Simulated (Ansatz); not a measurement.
BP, pressure series

Base system: BP in the zinc blende structure (space group F-43m, No. 216; a = 4.5485 Å).

Cell and atoms are relaxed at each pressure.

All numbers come from Ansatz (a quantum-chemistry and plane-wave program), PBE, PAW, cutoff 420 eV, no spin-orbit coupling.

```
pressure (GPa)  volume per atom (Å³/atom)
--------------  -------------------------
-2                                 11.911
-1                                      ?
0                                  11.763
1.8                                11.635
4.2                                11.475
9                                  11.183
18                                 10.716
30                                 10.207
60                                  9.272
```

### Question
Fit the third-order Birch–Murnaghan form P(V) = (3B₀/2)[(V₀/V)^(7/3) − (V₀/V)^(5/3)]·[1 + (3/4)(B₀′ − 4)((V₀/V)^(2/3) − 1)] (squares taken in P) to the rows shown and predict the withheld row.

### Answer
Least squares on the printed values gives V₀ = 11.762 Å³/atom, B₀ = 163 GPa, B₀′ = 3.7; this predicts 11.835 Å³/atom, and the run gives 11.835 Å³/atom, in agreement.

Measured bulk modulus of BP: 176.5 GPa (static lattice; corrected from measurement; as listed in Tamar Goldzak et al., The Journal of Chemical Physics (2022)); the computed value is 8 % below it.

Load acts through the strain it causes; cell and atoms are relaxed under it. Whether these cells are dynamically stable was not tested. Competing high-pressure phases were not computed.
